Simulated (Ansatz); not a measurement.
# Cu2ZnSnS4: stress against strain

Cu2ZnSnS4 (I-4, 19.410 Å³/atom and stress up to 0.01 GPa in the relaxed cell, c along z) under an equal strain ε in the (001) plane with the normal axis free, as in a coherent film. PBEsol in Ansatz, a plane-wave DFT program (PAW, default set), 420 eV, 9×9×9 Γ-centred mesh, Fermi-Dirac smearing 0.05 eV; ions are relaxed, or left where forces stay under 0.02 eV/Å, within the symmetry of each cell. Stress is positive for a compressed cell.

Here s stands for strain and y for stress xx.

```
strain (%)  stress xx (GPa)
----------  ---------------
-2.25                     ?
-1.50                  1.34
-0.75                  0.66
0.00                  -0.01
0.75                  -0.63
1.50                  -1.24
```

Fit y of the 5 rows that show it with a straight line. Means: s 0, y 0.024. About the means, the sum of products is -4.8375 and the sum of squares of s is 5.6250; the slope is their ratio. Least squares gives y = 0.024 - 0.8600·s. Residuals (row less fit): 0.026, -0.009, -0.034, -0.009, 0.026; standard error 0.030 (degrees of freedom: 3). The slope gives the biaxial elastic modulus of this plane = 86 ± 1 GPa (± standard error of the fit, which holds the terms cut off).

**Question.** What does the fit predict for y at s = -2.25, and how far is the calculated value from it?

**Answer.** y = 0.024 - 0.8600 × (-2.25) = 1.959 GPa. The calculation gives 2.04 GPa, 0.081 GPa above the prediction (2.5 % of the range of y in the table). The row lies outside the fitted rows, so this is an extrapolation. From the scatter of the fitted rows alone, a prediction at this place has a standard error of 0.043 GPa, so the miss is 1.9 times that.

A polynomial of degree 2 through the 7 other runs of the series gives 2.04 there, so most of the miss is curvature that the fit leaves out. This level leaves no gap over 0.05 eV at strain 1.50 %. The start is a measured cell from the literature; how it stands against other phases or cation orders wasn't checked. Rows are the converged runs of the series near zero and its far end; series whose fitted rows scatter by over a few per cent of the range, as at a crossing or softening among them, aren't shown in this form, nor equations of state whose B0' disagrees with the runs' pressures. Most that stay on the fit to the last digits aren't either.
